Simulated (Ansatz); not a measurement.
Defect migration in bixbyite In2O3 with all lengths changed by +1 %: interstitial Li, charge state +1. Method: PBE, PAW (plane waves to 420 eV; Ansatz, a quantum-chemistry and plane-wave program).

Settings: 80 host sites, the strained lattice (strain from the relaxed PBE one, atoms relaxed), one k-point at (0.250, 0.250, 0.250), smearing 0.01 eV, spin-restricted, no image-charge correction. Static, classical nuclei. The charge state is imposed; whether it is stable for some Fermi level was not computed. Sites that were not tried may lie lower.

Barriers: single points on a 2×2×2 k-point mesh shifted by half a step at the bands' geometries.

The step: one Li atom jumps by itself. Atoms about the jump, Cartesian Å from the middle of the jump, before and after:

```tsv
atom	x0	y0	z0	x1	y1	z1
Li1	-1.30	0.14	-1.16	1.30	-0.14	1.16
O2	-0.17	1.11	-0.06	-0.02	1.03	0.02
O3	-0.17	-1.18	-2.32	-0.07	-1.30	-2.45
O4	2.30	-1.23	0.00	2.27	-1.24	0.03
O5	-2.43	-0.83	-0.06	-2.47	-0.84	-0.06
O6	0.31	-1.25	2.34	0.33	-1.24	2.29
In7	1.41	0.19	-1.47	1.35	0.17	-1.55
O8	-0.09	-3.63	-0.45	-0.09	-3.63	-0.45
In9	-1.30	0.14	1.61	-1.39	0.17	1.53
In10	-1.68	-2.55	-1.47	-1.64	-2.45	-1.44
In11	1.30	-2.80	1.16	1.30	-2.91	1.16
```

Task: Give the saddle-point geometry and the barrier.

Result: 
| atom | x | y | z |
|---|---|---|---|
| Li1 | 0.05 | -1.05 | -0.19 |
| O2 | -0.09 | 1.04 | -0.06 |
| O3 | -0.07 | -1.23 | -2.32 |
| O4 | 2.19 | -1.22 | -0.05 |
| O5 | -2.38 | -0.86 | -0.04 |
| O6 | 0.28 | -1.24 | 2.25 |
| In7 | 1.50 | 0.35 | -1.63 |
| O8 | -0.10 | -3.54 | -0.42 |
| In9 | -1.38 | 0.23 | 1.61 |
| In10 | -1.73 | -2.53 | -1.51 |
| In11 | 1.37 | -2.88 | 1.24 |
It lies 0.50 eV above the start and 0.50 eV above the end. The saddle point's order was not checked.
